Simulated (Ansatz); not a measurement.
An Ansatz (a program for electronic structure) input (PBE, PAW, 420 eV (Ansatz; no SOC)):

Ansatz 0.2 input:
```yaml
crystal:
  lattice:
    - [3.2039969904, 0, 0]
    - [-1.6019984952, 2.7747427873, 0]
    - [0, 0, 5.0218420628]
  atoms:
    - { symbol: Hf, position: [0.6666666667, 0.3333333333, 0.75] }
    - { symbol: Hf, position: [0.3333333333, 0.6666666667, 0.25] }
basis: { ecutwfc: 420, ecutrho_ratio: 4, xc_grid: 2, fft_grid_basis: typed }
kpoints: { mp_grid: { grid: [21, 21, 12] } }
hamiltonian:
  xc: pbe
  dispersion: none
  pseudopotentials: { kind: paw }
scf: { occupations: { method: fermi_dirac, width: 0.1 }, convergence: { dr2_threshold: 0.0000000002 } }
relax: { f_tol: 0.005, max_steps: 50 }
output: { forces: true, stress: true }
checkpoint: { write: state.ck, write_every: 1000 }
```

Q: Which symmetry and how many k-points will the program report, and about how many plane waves at Γ?

A: Space group P63/mmc (ITA 194) with 24 operations, k-points 336 of 5292, and 881 plane waves at Γ.

Q: And the final pressure?

A: 1.12 GPa (compression positive).

The cells carry an imposed strain or load. No phonon test of stability was made. All final runs are without spin polarisation. The cell was made from Hf in the hcp (Mg type) structure (space group P6_3/mmc, No. 194) by this change: uniaxial strain ε_zz = −1.00 %.
